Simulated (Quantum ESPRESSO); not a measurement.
A user runs Quantum ESPRESSO on Zr2As3S (P4mm, 6 atoms in the cell) and asks whether the run is sound. The aim is a self-consistent single point with DFT, LDA (PZ), plane waves, GBRV 1.5 ultrasoft (LDA) pseudopotentials.

Cell that was meant: a = 3.8710 Å, b = 3.8710 Å, c = 8.2181 Å, α = 90.00°, β = 90.00°, γ = 90.00°.

Part of the input:

```fortran
 mixing_beta = 0.3,
/
ATOMIC_SPECIES
Zr    91.2240  as_lda_v1.uspp.F.UPF
As    74.9216  zr_lda_v1.uspp.F.UPF
S     32.0600  s_lda_v1.4.uspp.F.UPF
ATOMIC_POSITIONS crystal
Zr  0.5000000000    0.5000000000    0.7286000000
Zr  0.0000000000    0.0000000000    0.2702400000
As  0.5000000000    0.0000000000    0.9985600000
As  0.0000000000    0.5000000000    0.9985600000
As  0.5000000000    0.5000000000    0.3788900000
S   0.0000000000    0.0000000000    0.6251500000
K_POINTS automatic
7 7 4  0 0 0
```

The program printed (abridged):

```
     G-vector sticks info
     --------------------
     sticks:   dense  smooth     PW     G-vecs:    dense   smooth      PW
   [... lines left out ...]
        k(    2) = (   0.0000000   0.0000000   0.1177587), wk =   0.0204082
        k(    3) = (   0.0000000   0.0000000  -0.2355173), wk =   0.0102041
   [... 27 lines left out ...]

     Dense  grid:    80289 G-vectors     FFT dimensions: (  45,  45,  90)

     Smooth grid:    28383 G-vectors     FFT dimensions: (  30,  30,  64)

     Initial potential from superposition of free atoms

     starting charge      51.9942, renormalised to      52.0000

     negative rho (up, down):  1.789E-01 0.000E+00
     Self-consistent Calculation

     iteration #  1     ecut=    40.00 Ry     beta= 0.30

     negative rho (up, down):  1.783E-01 0.000E+00

     total energy              =    -400.61324173 Ry
     estimated scf accuracy    <       2.68635306 Ry

     iteration #  2     ecut=    40.00 Ry     beta= 0.30

     negative rho (up, down):  1.779E-01 0.000E+00

     total energy              =    -400.24016530 Ry
     estimated scf accuracy    <      25.04158513 Ry

     iteration #  3     ecut=    40.00 Ry     beta= 0.30

     negative rho (up, down):  1.781E-01 0.000E+00

     total energy              =    -401.56495032 Ry
     estimated scf accuracy    <       1.29967251 Ry

   [... 14 blocks of this kind left out ...]

     iteration # 18     ecut=    40.00 Ry     beta= 0.30

     negative rho (up, down):  1.791E-01 0.000E+00

     total energy              =    -401.69744208 Ry
     estimated scf accuracy    <          5.6E-10 Ry

     iteration # 19     ecut=    40.00 Ry     beta= 0.30

     negative rho (up, down):  1.791E-01 0.000E+00
     End of self-consistent calculation

     the Fermi energy is    11.7375 ev

!    total energy              =    -401.69744208 Ry
     estimated scf accuracy    <          6.7E-11 Ry
     smearing contrib. (-TS)   =      -0.00036730 Ry
     internal energy E=F+TS    =    -401.69707478 Ry

     convergence has been achieved in  19 iterations

     negative rho (up, down):  1.791E-01 0.000E+00

     Forces acting on atoms (cartesian axes, Ry/au):

     atom    1 type  1   force =     0.00000000    0.00000000    0.04105179
     atom    2 type  1   force =     0.00000000    0.00000000   -0.03230969
     atom    3 type  2   force =     0.00000000    0.00000000   -0.00179574
     atom    4 type  2   force =     0.00000000    0.00000000   -0.00179574
   [... lines left out ...]
     Total force =     0.056666     Total SCF correction =     0.000034
   [... lines left out ...]

     negative rho (up, down):  1.791E-01 0.000E+00
          total   stress  (Ry/bohr**3)                   (kbar)     P=      -76.98
  -0.00021009   0.00000000   0.00000000          -30.91        0.00        0.00
   0.00000000  -0.00021009   0.00000000            0.00      -30.91        0.00
   0.00000000   0.00000000  -0.00114972            0.00        0.00     -169.13

   JOB DONE.
```

**Question.** Is anything amiss in this input, and did it matter?

**Answer.** The run is not sound. The fault is potential files assigned to the wrong elements. Each file describes one element; swapped files give the atoms the wrong cores and charges. To fix it, match the files to the elements. The run converged in 19 iterations without an error; against the sound input the pressure goes from -13.23 to -7.70 GPa and the largest force goes from 0.142 to 1.055 eV/Å. The full log also holds: “c_bands:  1 eigenvalues not converged”.

An input that runs soundly differs in these lines (not the only fix; some lines may just follow from the change or write a value another way):
```diff
-Zr    91.2240  as_lda_v1.uspp.F.UPF
-As    74.9216  zr_lda_v1.uspp.F.UPF
+Zr    91.2240  zr_lda_v1.uspp.F.UPF
+As    74.9216  as_lda_v1.uspp.F.UPF
-Zr  0.5000000000    0.5000000000    0.7286000000
-Zr  0.0000000000    0.0000000000    0.2702400000
-As  0.5000000000    0.0000000000    0.9985600000
-As  0.0000000000    0.5000000000    0.9985600000
-As  0.5000000000    0.5000000000    0.3788900000
-S   0.0000000000    0.0000000000    0.6251500000
+Zr    0.5000000000    0.5000000000    0.7286000000
+Zr    0.0000000000    0.0000000000    0.2702400000
+As    0.5000000000    0.0000000000    0.9985600000
+As    0.0000000000    0.5000000000    0.9985600000
+As    0.5000000000    0.5000000000    0.3788900000
+S     0.0000000000    0.0000000000    0.6251500000
```

With that input, the run converged in 17 iterations: free energy E − TS -4660.3215 eV; Fermi level (on the code's own zero) 10.49 eV; pressure -13.23 GPa; largest force (vector length) 0.142 eV/Å (DFT, LDA (PZ), plane waves, GBRV 1.5 ultrasoft (LDA) pseudopotentials).

On the sound input: the starting cell comes from a database of computed structures (which also holds hypothetical and non-ambient phases and stackings), without a prior relaxation at this level. Its lattice was rescaled by a random factor within 2.5 % of one. With a pressure of about -13 GPa the cell is away from its equilibrium volume at this level.
